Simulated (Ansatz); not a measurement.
Structures of equal composition on the (000-1) surface of wurtzite GaN (N plane on top): 2x2 Al adatom at H3; 2x2 Al adatom at T4. The slabs share one bottom face, and each structure is named by its start. These are constructed structures in small cells; real faces may alloy, dewet or reconstruct in larger ones, and not all known structures of the face are among them. Slabs of about 14 Å with all that they carry, Fermi-Dirac smearing of 0.025 eV. Bottom of the slabs: H caps. Relaxed from the named starts with such symmetry as they have, on meshes of like density; energies extrapolated to zero smearing; no spin-orbit coupling, no U. Spin-polarised runs, if any, are marked in brackets, and their order is one that fits the cell; the others ran without spin. Where a second, spin-polarised start was run, the lower counts.

Host crystal: wurtzite GaN, with a band gap (PBE, scalar-relativistic without spin-orbit coupling).

Method: PBE (plane waves to 420 eV, PAW; Ansatz, a program for electronic structure).

### Question
Rank these by energy per 1x1 cell (lowest first), as PBE gives it.

### Answer
2x2 Al adatom at H3 (0.000 eV, gap 1.13 eV on the mesh), 2x2 Al adatom at T4 (0.310 eV (3 Al–N bonds formed), gap 0.65 eV on the mesh)
